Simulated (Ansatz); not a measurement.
Structures of equal composition on the (111)B surface of zinc-blende CdTe (Te plane on top): 2x2 Te adatom at H3; 2x2 Te adatom at T1; 2x2 Te adatom at T4. The slabs share one bottom face, and each structure is named by its start. These are constructed structures in small cells; real faces may alloy, dewet or reconstruct in larger ones, and not all known structures of the face are among them. Slabs of about 16 Å with all that they carry, Fermi-Dirac smearing of 0.025 eV. Bottom of the slabs: H caps. Relaxed from the named starts with such symmetry as they have, on meshes of like density; energies extrapolated to zero smearing; no spin-orbit coupling, no U. Spin-polarised runs, if any, are marked in brackets, and their order is one that fits the cell; the others ran without spin. Where a second, spin-polarised start was run, the lower counts.

Host crystal: zinc-blende CdTe, with a band gap (PBE, scalar-relativistic without spin-orbit coupling).

Calculation: PBE (plane waves to 420 eV, PAW; Ansatz, a program for electronic structure).

### Question
Order them by energy per 1x1 cell (lowest first) at the level PBE.

### Answer
2x2 Te adatom at T4 (0.000 eV (1 Te–Te bonds formed; 1 Cd–Te bonds broke), no gap over 0.04 eV on the mesh), 2x2 Te adatom at H3 (0.041 eV, gap 0.39 eV on the mesh), 2x2 Te adatom at T1 (0.129 eV, no gap over 0.04 eV on the mesh)
